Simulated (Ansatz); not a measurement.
## zinc-blende ZnS (0 0 1) on diamond (0 0 1) (film strained to the substrate, started from cuts of the bulks and a machine-learned relaxation; slabs C80 and S10Zn12, which can lie off the formulas)

A periodic stack without vacuum, zinc-blende ZnS (0 0 1) on diamond (0 0 1) (film strained to the substrate, started from cuts of the bulks and a machine-learned relaxation; slabs C80 and S10Zn12, which can lie off the formulas): substrate slab C80, film S10Zn12, surface cells [[-3, -1], [-1, -2]] and [[0, -1], [2, 1]], film strained by +3.7 and +3.7 %, outermost planes C/C and Zn/Zn as cut, which need not be the usual terminations and can put a slab off its formula.

The start was prepared with a machine-learned potential, and the result is one local minimum, with the in-plane cell held and forces under 0.04 eV/Å; the film can end far from its bulk form.

Calculation: PBE (plane waves to 420 eV, PAW; Ansatz, a program for electronic structure). Spin–orbit coupling is left out; PBE gaps are too small against experiment. Its k-point mesh 4×4×1, Fermi–Dirac width 0.05 eV.

interface area: 31.9 Å²
period: 29.82 Å
heights between the nearest atoms of the two slabs at the two interfaces: 1.45 and 1.38 Å
C–Zn contacts across the interfaces within 1.22 times the sum of covalent radii: 7, mean 2.12 Å
spin-polarised check at this geometry: falls back to no moment
slope of the mean potential energy in the substrate: -1.3 MV/cm × e

```
Zn6C40S5
1.0
    5.64575    -0.00009     0.12407
    0.00003     5.64712     0.00272
   -0.08929    -1.96062    29.82739
C S Zn
80 10 12
Direct
  0.87623   0.66099   0.05076
  0.47557   0.87093   0.05418
  0.65429   0.24235   0.05418
  0.25434   0.45000   0.05079
  0.06491   0.05661   0.05402
  0.71630   0.84081   0.03119
  0.30802   0.02906   0.02951
  0.41820   0.25665   0.03120
  0.06851   0.54485   0.01994
  0.82682   0.06731   0.02948
  0.95252   0.38011   0.11371
  0.55905   0.57658   0.11201
  0.76389   0.97659   0.11540
  0.35350   0.17887   0.11540
  0.16518   0.77421   0.11372
  0.75793   0.46639   0.08096
  0.36648   0.66535   0.08097
  0.56144   0.06852   0.08867
  0.14685   0.27127   0.08477
  0.97675   0.86312   0.08477
  0.85310   0.69730   0.17390
  0.45344   0.89710   0.17402
  0.65201   0.29876   0.17402
  0.25235   0.49846   0.17389
  0.05271   0.09806   0.17430
  0.65736   0.78525   0.14380
  0.25574   0.98668   0.14455
  0.45425   0.38976   0.14380
  0.05579   0.58749   0.14375
  0.85572   0.18890   0.14455
  0.94666   0.41849   0.23391
  0.54652   0.61856   0.23387
  0.74663   0.01864   0.23395
  0.34687   0.21847   0.23396
  0.14647   0.81869   0.23389
  0.74990   0.50810   0.20394
  0.34935   0.70832   0.20393
  0.54974   0.10824   0.20397
  0.15046   0.30818   0.20403
  0.94894   0.90840   0.20401
  0.84030   0.73918   0.29380
  0.44119   0.93906   0.29377
  0.64040   0.33932   0.29384
  0.23983   0.53935   0.29374
  0.04095   0.13906   0.29382
  0.64349   0.82885   0.26383
  0.24372   0.02876   0.26387
  0.44363   0.42893   0.26387
  0.04336   0.62903   0.26382
  0.84374   0.22887   0.26391
  0.93571   0.45788   0.35392
  0.53467   0.65847   0.35339
  0.73311   0.06179   0.35393
  0.33435   0.26065   0.35394
  0.13428   0.86007   0.35318
  0.73813   0.54869   0.32379
  0.33768   0.74941   0.32352
  0.53715   0.15024   0.32387
  0.13780   0.34924   0.32383
  0.93681   0.95021   0.32373
  0.83208   0.77654   0.40986
  0.41401   0.98248   0.41192
  0.63219   0.38360   0.41681
  0.23996   0.57599   0.41331
  0.02205   0.18064   0.41608
  0.62872   0.87061   0.38247
  0.22479   0.07392   0.38365
  0.43666   0.46838   0.38432
  0.03681   0.66753   0.38256
  0.83040   0.27175   0.38558
  0.96353   0.58139   0.47390
  0.56459   0.78535   0.46609
  0.67480   0.00728   0.46604
  0.31174   0.28382   0.47427
  0.09234   0.83807   0.46948
  0.73829   0.60604   0.44449
  0.32349   0.79255   0.44291
  0.51575   0.18912   0.44632
  0.13349   0.40251   0.44704
  0.91917   0.97718   0.44331
  0.60892   0.37508   0.58035
  0.09905   0.88044   0.58276
  0.59891   0.45396   0.75660
  0.09809   0.95405   0.75591
  0.11113   0.42531   0.66850
  0.60708   0.92337   0.66952
  0.57827   0.51637   0.93629
  0.07960   0.01265   0.92529
  0.08875   0.48476   0.84467
  0.58874   0.98386   0.84236
  0.85400   0.16493   0.62617
  0.37954   0.65230   0.62431
  0.21604   0.08008   0.52275
  0.88078   0.57149   0.53988
  0.84878   0.21924   0.79974
  0.33867   0.71833   0.79961
  0.35279   0.18962   0.71245
  0.85423   0.68709   0.71227
  0.90990   0.31201   0.97355
  0.23733   0.74577   0.97361
  0.35261   0.25399   0.88702
  0.81515   0.74399   0.88701
```
